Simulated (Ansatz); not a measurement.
Consider KTaO$_{3}$ in the cubic perovskite structure (space group Pm-3m, No. 221; a = 3.952 Å). Axes: x, y, z lie along the cube axes.

The values are results of plane-wave PAW DFT at the LDA level (Ansatz, a first-principles code, 420 eV), no spin-orbit coupling, not measurements.

Base values:

| Property | Result |
|---|---|
| Smallest direct gap | 2.73 eV |
| Band gap | 2.13 eV |
| Shortest interatomic distance | 1.976 Å |

One thing is altered: uniaxial strain ε_zz = −1.80 %, all other strain components held at zero, atoms relaxed at fixed cell.

Q: Estimate the effect on the stress, smallest direct gap, band gap, shortest interatomic distance and energy relative to the base.

A: The stress (xx, yy, zz, yz, xz, xy; compression positive) comes out as (1.54, 1.54, 9.70, 0.00, 0.00, 0.00) GPa; the smallest direct gap drops by 0.02 eV to 2.71 eV; the band gap is still 2.13 eV; the shortest interatomic distance falls by 0.036 Å (1.976 Å → 1.940 Å); the energy goes up by 6.6 meV/atom.

With Ta present, leaving out spin-orbit coupling can change the band edges. Whether these cells are dynamically stable was not tested.
